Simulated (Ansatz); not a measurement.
An Ansatz (an electronic-structure program) input (PBEsol, PAW, 420 eV (Ansatz; no spin-orbit coupling)):

Ansatz 0.2 input:
```yaml
crystal:
  lattice:
    - [-1.9252681303, 1.9252681303, 6.2466461984]
    - [1.9252681303, -1.9252681303, 6.2466461984]
    - [1.9252681303, 1.9252681303, -6.2466461984]
  atoms:
    - { symbol: Sr, position: [0, 0, 0] }
    - { symbol: Mg, position: [0.3104668954, 0.3104668954, 0] }
    - { symbol: Mg, position: [0.6895331046, 0.6895331046, 0] }
basis: { ecutwfc: 420, ecutrho_ratio: 4, xc_grid: 2, fft_grid_basis: typed }
kpoints: { mp_grid: { grid: [17, 17, 17] } }
hamiltonian:
  xc: pbesol
  dispersion: none
  pseudopotentials: { kind: paw }
scf: { occupations: { method: fermi_dirac, width: 0.05 }, convergence: { dr2_threshold: 0.0000000003 } }
output: { forces: true, stress: true }
checkpoint: { write: state.ck, write_every: 1000 }
```

### Question
Which symmetry and how many k-points will the program report, and about how many plane waves at Γ?

### Answer
Space group I4/mmm (ITA 139) with 16 operations, k-points 405 of 4913, and 1833 plane waves at Γ.

These are small ordered cells, not random alloys; other orderings at the same x differ. Whether these cells are dynamically stable was not tested. The cell was made from Sr by this change: x(Mg) = 0.667, 3 atoms, I4/mmm. Under x(Mg) = 0.667, 3 atoms, I4/mmm the cell changed shape so far that it is another structure.
